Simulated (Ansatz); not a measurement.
The reference is PbTe in the rock salt structure (space group Fm-3m, No. 225; a = 6.534 Å). Axes: x, y, z lie along the cube axes.

The values are results of Ansatz (a first-principles code) r2SCAN, spin-orbit coupling left out, not measurements.

Strains are applied to the cell and any free atomic positions relax; under biaxial strain the out-of-plane vector relaxes too.

One change was made to it. Results:

| quantity | base | after |
|---|---|---|
| band gap | 1.09 eV | 0.96 eV |
| volume per atom | 34.87 Å³ | 34.59 Å³ |
| pressure (mean of the normal stresses, compression positive) | 0.00 GPa | 0.35 GPa |

Question: Name the change that was made.
A. biaxial strain −0.42 %, plane normal [111], relaxed out of plane
B. biaxial strain −2.50 %, plane normal [111], relaxed out of plane
C. biaxial strain −0.83 %, plane normal [111], relaxed out of plane
D. biaxial strain −1.25 %, plane normal [111], relaxed out of plane

Answer: C, biaxial strain −0.83 %, plane normal [111], relaxed out of plane. For comparison, the band gap in the other runs: biaxial strain −0.42 %, plane normal [111], relaxed out of plane gives 1.02 eV; biaxial strain −1.25 %, plane normal [111], relaxed out of plane gives 0.88 eV; biaxial strain −2.50 %, plane normal [111], relaxed out of plane gives 0.62 eV.

With Pb and Te present, leaving out spin-orbit coupling can change the band edges. Stability against distortions was not tested.
